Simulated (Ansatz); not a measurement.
Take ZrS2 in the CdI2 type structure (space group P-3m1, No. 164; a = 3.675 Å, c = 5.861 Å; layered, stacked along the Cartesian z axis) as the base.

Calculations: Kohn–Sham DFT with the r2SCAN+rVV10 functional, run in Ansatz (a program for electronic structure) with PAW and 500 eV plane waves, scalar-relativistic without spin-orbit coupling, earlier PAW set.

Before the change:

* **Smallest direct gap**: 1.80 eV

One thing is altered: an isotropic linear strain of +5.97 %; the atoms relax in the strained cell.

Problem. Estimate the effect on the smallest direct gap.

Solution. The smallest direct gap decreases by 0.01 eV, from 1.80 eV to 1.79 eV.

Problem. What happens to the valley order?

Solution. The valley order (the lowest conduction-band minima on the path, energy above the VBM, named in the base's zone) comes out as L (1/2, 0, 1/2) 1.66 eV; A (0, 0, 1/2) 1.68 eV; K (1/3, 1/3, 0) 2.02 eV.

Problem. What does the calculation give for the energy relative to the base after the change?

Solution. The energy grows by 87 meV/atom.

Whether these cells are dynamically stable was not tested.
